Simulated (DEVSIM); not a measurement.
Structure: TaN/SiON/n-Ge capacitor, at 300 K.

Layer 1 from the left is SiON, thickness (nm) 3.30. Layer 2 from the left is Ge, thickness (nm) 1200, Nd (cm⁻³) 2.4e17.

Metal gate on the left, work function 4.4 eV. Fixed charge at the semiconductor interface -5.1e10 cm⁻² (in units of +e); no interface traps.

Constants are typed, rounded textbook-type inputs, not results; the design itself was drawn at random and stands for no fabricated device. Values at 300 K.

SiON: gap (eV) 7, affinity (eV) 1.4, permittivity 5.5. Ge: gap (eV) 0.664, affinity (eV) 4, permittivity 16, Nc (cm⁻³) 1.04e19, Nv (cm⁻³) 6e18.

Question: Estimate by hand the flat-band voltage, the threshold voltage, and compare with a numerical solution.

Answer: 
- Flat-band voltage: C = 1.48 μF/cm², work-function difference 0.303 V; VFB = φms − qNf/C = 0.31 V; numerical 0.31 V.
- Threshold voltage: φF = 0.242 V, depletion charge √(4εqNφF) = 2.29e-7 C/cm²; VT = VFB − 2φF − Qd/C = -0.33 V; numerical -0.33 V.

Model (solved in DEVSIM): 1D Poisson equation in equilibrium, Boltzmann statistics, complete ionisation; no quantum confinement or tunnelling. Metal contacts follow the ideal Schottky-Mott rule: no Fermi-level pinning, no interface dipoles.
